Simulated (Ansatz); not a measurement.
# HfSi2, response to strain

Base system: HfSi2 (space group Cmcm, No. 63; a = 3.683 Å, b = 14.598 Å, c = 3.658 Å). Axes: x, y, z lie along a, b, c of the conventional cell.

Strains are applied to the cell and any free atomic positions relax; under biaxial strain the out-of-plane vector relaxes too.

The values are results of PBE in Ansatz (plane waves to 420 eV, PAW, no SOC), not measurements.

Notes on the quantities. pressure: mean of the normal stresses, compression positive; energy relative to the base: free energy F.

| change | volume per atom | pressure | energy relative to the base |
|---|---|---|---|
| base | 16.39 Å³ | 0.0 GPa | 0 meV/atom |
| biaxial strain −0.95 %, plane normal [001], relaxed out of plane | 16.17 Å³ | 1.5 GPa | +2.2 meV/atom |
| biaxial strain +2.46 %, plane normal [001], relaxed out of plane | 16.95 Å³ | -3.5 GPa | +14 meV/atom |
| isotropic strain −3.27 % | 14.83 Å³ | 16.2 GPa | +72 meV/atom |

Without a gap, meshes like the base's 13×13×13 leave anisotropic stresses uncertain by several tenths of a GPa, and small strain energies with them. Stability against distortions was not tested. All final runs are without spin polarisation.

Ansatz is a quantum-chemistry and plane-wave program.
